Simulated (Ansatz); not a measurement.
**A computed series for Au: response to strain**

The parent structure is Au in the fcc (Cu type) structure (space group Fm-3m, No. 225; relaxed with 0.1 eV smearing).

```yaml
crystal:
  lattice:
    - [0.00000, 2.06226, 2.06226]
    - [2.06226, 0.00000, 2.06226]
    - [2.06226, 2.06226, 0.00000]
  atoms:
    - { symbol: Au, position: [0.00000, 0.00000, 0.00000] }
```

Cartesian axes are those of the cell as printed.

Strains are applied to the cell and any free atomic positions relax; under biaxial strain the out-of-plane vector relaxes too.

Computed with r2SCAN, PAW, 500 eV (Ansatz, a first-principles code; no spin-orbit coupling).

Notes on the quantities. pressure: mean of the normal stresses, compression positive.

```tsv
variant	pressure	volume per atom
base	0.0 GPa	17.54 Å³
biaxial strain −2.50 %, plane normal [111], relaxed out of plane	2.9 GPa	17.31 Å³
biaxial strain −2.08 %, plane normal [111], relaxed out of plane	2.2 GPa	17.35 Å³
biaxial strain −1.67 %, plane normal [111], relaxed out of plane	1.6 GPa	17.40 Å³
biaxial strain −1.25 %, plane normal [111], relaxed out of plane	1.1 GPa	17.44 Å³
biaxial strain −0.83 %, plane normal [111], relaxed out of plane	0.6 GPa	17.48 Å³
biaxial strain −0.42 %, plane normal [111], relaxed out of plane	(withheld)	(withheld)
```

### Question
Fill in the withheld entries from the trend.

### Answer

- biaxial strain −0.42 %, plane normal [111], relaxed out of plane, pressure: 0.3 GPa
- biaxial strain −0.42 %, plane normal [111], relaxed out of plane, volume per atom: 17.51 Å³

No phonon test of stability was made.
